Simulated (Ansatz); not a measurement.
# Na₃OBr (Pm-3m, No. 221, 5 atoms in the cell; start mp-985586)

Method: r²SCAN0 (plane waves, PAW; Ansatz, a first-principles code).

Numerical settings: plane-wave cutoff 520 eV, 6×6×6 k mesh, Fermi–Dirac smearing 0.01 eV, scalar-relativistic PAW data made under PBE.

Cell (relaxed with PBEsol):

```yaml
crystal:
  lattice:
    - [4.54255, 0.00000, 0.00000]
    - [0.00000, 4.54255, 0.00000]
    - [0.00000, 0.00000, 4.54255]
  atoms:
    - { symbol: Na, position: [0.00000, 0.50000, 0.50000] }
    - { symbol: Na, position: [0.50000, 0.00000, 0.50000] }
    - { symbol: Na, position: [0.50000, 0.50000, 0.00000] }
    - { symbol: Br, position: [0.00000, 0.00000, 0.00000] }
    - { symbol: O, position: [0.50000, 0.50000, 0.50000] }
```

```yaml
band_gap: 4.45 eV (on the SCF k mesh) (direct)
```

Note: cell and atoms aren't relaxed at this level (pressure -0.8 GPa).

Spin–orbit coupling is not included.

The computed numbers hold no vibrational or temperature effects.

Cost on a shared machine: about 4 core-minutes (a rough figure).

A start named mp-… is a Materials Project structure, which need not be a measured phase.
